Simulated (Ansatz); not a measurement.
Take KF in the rock salt structure (space group Fm-3m, No. 225; a = 5.3068 Å) as the base. Axes: x, y, z lie along the cube axes.

All numbers come from PBEsol (Ansatz, an electronic-structure program; PAW; 420 eV plane waves; without spin-orbit coupling).

For the base:

The band gap is 6.15 eV.

Now apply this change: biaxial strain −1.50 %, plane normal [001], relaxed out of plane (Cartesian); in-plane vectors clamped, the third vector and the atoms free.

**Question.** Estimate the effect on the band gap and out-of-plane strain.

**Answer.** The band gap goes up by 0.11 eV (6.15 eV → 6.26 eV); the out-of-plane strain amounts to +0.66 %.

Gaps are read on the SCF mesh and a high-symmetry path. Whether these cells are dynamically stable was not tested.
